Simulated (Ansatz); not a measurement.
```
KCl
1.0
    0.00000     2.97075     2.97075
    2.97075     0.00000     2.97075
    2.97075     2.97075     0.00000
Cl K
1 1
Direct
  0.00000   0.00000   0.00000
  0.50000   0.50000   0.50000
```

No spin polarisation.

Level of theory: DFT with PBEsol, PAW potentials and a 420 eV plane-wave cutoff in Ansatz (an electronic-structure program), no spin-orbit coupling. k-mesh 9×9×9 (Γ-centred); smearing 0.05 eV (Fermi–Dirac).

Question: Predict the electron mass.

Answer: 0.41 mₑ (at Γ).

Question: Predict the band gap.

Answer: 5.64 eV.

Question: Predict the gap character.

Answer: Direct at Γ.

The cells carry an imposed strain or load. Effective masses come from finite differences of ±0.01 Å⁻¹. Whether these cells are dynamically stable was not tested. The cell was made from KCl in the rock salt structure (space group Fm-3m, No. 225) by this change: isotropic strain −4.84 %.
